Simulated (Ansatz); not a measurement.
We consider stishovite (SiO2), described by revPBE (Ansatz, a program for electronic structure, plane waves, PAW).

Settings: plane-wave cutoff 520 eV, 8×8×12 k mesh (along the axes of the cell as run), Fermi–Dirac smearing 0.01 eV, scalar-relativistic PAW data made under PBE.

A third-order Birch–Murnaghan fit to the energies gives V0 = 8.172 Å³/atom, B0 = 241 GPa, B′ = 6.4.

| V (Å³/atom) | P (GPa) |
|---|---|
| 7.846 | … |
| 8.009 | … |
| 8.173 | -0.02 |
| 8.336 | … |
| 8.500 | … |

### Question
Estimate the withheld pressures from this fit; the answers are the runs' own values.

### Answer

- 7.846, P (GPa): 11.17
- 8.009, P (GPa): 5.20
- 8.336, P (GPa): -4.51
- 8.500, P (GPa): -8.32

The formula P = (3/2) B0 (x^(7/3) − x^(5/3)) [1 + (3/4)(B′ − 4)(x^(2/3) − 1)] with x = V0/V meets the computed pressures within 0.04 GPa when these rounded values are put in.

Shape and atoms are relaxed at each volume.

Measured, for comparison: bulk modulus 310 ± 1 GPa (300 K, no zero-point or thermal correction; as tabulated in arXiv:1001.2066). Computed (rounded) less measured: bulk modulus -22 %.

Note: the bulk modulus comes from volumes at which shape and atoms were relaxed.

Computed values are for the static lattice.

The result took very roughly 6 core-minutes.
